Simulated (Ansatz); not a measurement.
Base system: Ru in the hcp (Mg type) structure (space group P6_3/mmc, No. 194; relaxed with 0.1 eV smearing).

```
CELL_PARAMETERS angstrom
      2.69139     0.00000     0.00000
     -1.34570     2.33081     0.00000
      0.00000     0.00000     4.24891
ATOMIC_POSITIONS crystal
  Ru 0.66667 0.33333 0.75000
  Ru 0.33333 0.66667 0.25000
```

Cartesian axes are those of the cell as printed.

Method: Ansatz (a quantum-chemistry and plane-wave program) PBEsol, no spin-orbit coupling.

Perturbation: the cell is scaled by 0.9700 in all directions, atoms relaxed at fixed cell.

### Question
Predict the stress tensor and what it implies for the stiffness.

### Answer
Stress of the strained cell less that of the base (GPa, compression positive):
```
   38.5     0.0     0.0
    0.0    38.5     0.0
    0.0     0.0    41.0
```

Then B = −ΔP/(ΔV/V₀) with ΔV/V₀ = -0.0873 gives secant stiffness values (nonlinear terms included at this strain): B (at held cell shape, above the free-shape value) ≈ 451 GPa.

As a check, the harmonic strain energy −½ V₀ Δσ:ε is 150 meV/atom; the computed energy rise is 131 meV/atom.

No phonon test of stability was made. The final runs are not spin-polarised.
